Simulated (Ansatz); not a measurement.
Consider AlN in the zinc blende structure (space group F-43m, No. 216; a = 4.403 Å).

Method: DFT with PBE, PAW potentials and a 420 eV plane-wave cutoff in Ansatz (a quantum-chemistry and plane-wave program), no spin-orbit coupling.

Strains are applied to the cell and any free atomic positions relax.

One change was made to it. Results:

```tsv
quantity	base	after
electron mass	0.53 mₑ along k, 0.33 mₑ across (at X)	0.54 mₑ along k, 0.33 mₑ across (at X)
band gap	3.31 eV	3.28 eV
```

**Question.** Which change produced these results?
A) isotropic strain −2.50 %
B) isotropic strain +3.00 %
C) isotropic strain +1.50 %

**Answer.** C, isotropic strain +1.50 %. For comparison, the band gap in the other runs: isotropic strain +3.00 % gives 3.23 eV; isotropic strain −2.50 % gives 3.35 eV.

Effective masses come from finite differences of ±0.01 Å⁻¹. Along k means along the line from Γ to the band edge. Stability against distortions was not tested. This is not the structure that AlN has at room temperature and ambient pressure.
